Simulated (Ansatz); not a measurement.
CdSe: response to strain

The reference is CdSe in the wurtzite structure (space group P6_3mc, No. 186).

```yaml
crystal:
  lattice:
    - [4.33999, 0.00000, 0.00000]
    - [-2.17000, 3.75854, 0.00000]
    - [0.00000, 0.00000, 7.07803]
  atoms:
    - { symbol: Cd, position: [0.66667, 0.33333, 0.00056] }
    - { symbol: Cd, position: [0.33333, 0.66667, 0.50056] }
    - { symbol: Se, position: [0.66667, 0.33333, 0.62464] }
    - { symbol: Se, position: [0.33333, 0.66667, 0.12464] }
```

Cartesian axes are those of the cell as printed.

Strains are applied to the cell and any free atomic positions relax; under biaxial strain the out-of-plane vector relaxes too.

All numbers come from Kohn–Sham DFT with the r2SCAN functional, run in Ansatz (a quantum-chemistry and plane-wave program) with PAW and 500 eV plane waves, no spin-orbit coupling.

Candidates:
(a) biaxial strain +3.38 %, plane normal [001], relaxed out of plane
(b) tensor shear ε_yz = +1.83 %
(c) strain tensor (xx, yy, zz, yz, xz, xy) = (+0.50, −1.13, +1.31, +1.51, +0.03, −1.06) %

Base values:

```
Quantity    Value
--------  -------
Band gap  1.11 eV
```

### Question
Order them by band gap, lowest first.

### Answer
(a) biaxial strain +3.38 %, plane normal [001], relaxed out of plane (0.95 eV), (c) strain tensor (xx, yy, zz, yz, xz, xy) = (+0.50, −1.13, +1.31, +1.51, +0.03, −1.06) % (0.99 eV), (b) tensor shear ε_yz = +1.83 % (1.05 eV)

Gaps are Kohn–Sham eigenvalue differences; semilocal functionals usually give less than the measured gap. Stability against distortions was not tested.
